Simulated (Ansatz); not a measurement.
# Si, pressure series

The parent structure is Si (space group Pm-3n, No. 223; a = 4.866 Å; a model cell, its experimental status unchecked).

Cell and atoms are relaxed at each pressure.

Method: PBEsol (Ansatz, a first-principles code; PAW; 420 eV plane waves; spin-orbit coupling left out).

```tsv
P (GPa)	V (Å³/atom)
-1.99	14.736
-0.99	14.565
0.30	14.358
0.70	14.298
1.50	14.179
3.00	13.971
5.01	13.716
7.51	13.428
10.01	13.167
```

Fit a third-order Birch–Murnaghan equation of state.

Least squares on P(V) = (3B₀/2)[(V₀/V)^(7/3) − (V₀/V)^(5/3)]·[1 + (3/4)(B₀′ − 4)((V₀/V)^(2/3) − 1)] gives V₀ = 14.41 Å³/atom, B₀ = 92 GPa and B₀′ = 4.3.

Load acts through the strain it causes; cell and atoms are relaxed under it. Whether these cells are dynamically stable was not tested. Competing high-pressure phases were not computed. This is not the structure that Si has at room temperature and ambient pressure.
